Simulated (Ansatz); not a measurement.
Start from GeSb$_{4}$Te$_{7}$ (space group P-3m1, No. 164; a = 4.2570 Å, c = 23.3913 Å; a cell from a computed database, its experimental status unchecked).

Computed with PBE-D3(BJ) (Ansatz, an electronic-structure program), spin-orbit coupling left out.

One change was made to it. Results:

```
quantity                   base       after
-------------------  ----------  ----------
band gap                0.08 eV        zero
lattice parameter a  8.045 bohr  7.677 bohr
c/a ratio                 5.495       5.568
```

Q: Which change produced these results?
A. pressure 0.7 GPa
B. pressure 7.5 GPa
C. pressure −1 GPa
D. pressure 3 GPa
E. pressure 1.5 GPa

A: B, pressure 7.5 GPa. For comparison, the lattice parameter a in the other runs: pressure 0.7 GPa gives 8.009 bohr; pressure 1.5 GPa gives 7.968 bohr; pressure −1 GPa gives 8.100 bohr; pressure 3 GPa gives 7.898 bohr.

A case with no gap was solved on a k-mesh chosen for an insulator, which is coarse for it. Spin-orbit coupling, missing from the scalar runs, can matter with Sb and Te. Load acts through the strain it causes; cell and atoms are relaxed under it. Whether these cells are dynamically stable was not tested. No other phases were tried under pressure. The final runs are not spin-polarised. Gaps under 0.05 eV, about the width of the smearing, are given as zero. The D3 term's C6 switches between coordination references near this geometry, which can add small steps to energies. A zero or small gap of GeSb4Te7 can be the functional's error rather than a property of the material.
